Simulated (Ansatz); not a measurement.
The reference is MoS₂ in the 2H-MoS2 type structure (space group P6_3/mmc, No. 194; a = 3.173 Å, c = 12.437 Å; layered, stacked along the Cartesian z axis).

Level of theory: Ansatz (a quantum-chemistry and plane-wave program) r2SCAN+rVV10, spin-orbit coupling left out, earlier PAW set.

One change was made to it. Results:

```json
[
 {"quantity": "band gap", "base": "1.01 eV", "after": "0.54 eV"},
 {"quantity": "shortest interatomic distance", "base": "2.404 Å", "after": "2.377 Å"},
 {"quantity": "smallest direct gap", "base": "1.74 eV", "after": "1.90 eV"},
 {"quantity": "valence-band top at Γ (three highest levels, from the VBM)", "base": "0.00, -1.13, -1.36 eV", "after": "0.00, -0.98, -1.71 eV"}
]
```

Task: Name the change that was made.
A) pressure 2.1 GPa
B) pressure 22.5 GPa
C) pressure 4.5 GPa
D) pressure 9 GPa

Result: D, pressure 9 GPa. For comparison, the band gap in the other runs: pressure 4.5 GPa gives 0.72 eV; pressure 2.1 GPa gives 0.85 eV; pressure 22.5 GPa gives 0.13 eV.

Load acts through the strain it causes; cell and atoms are relaxed under it. Whether these cells are dynamically stable was not tested. No other phases were tried under pressure. The zero or small gap of MoS2 under pressure 22.5 GPa can change with the level of theory.
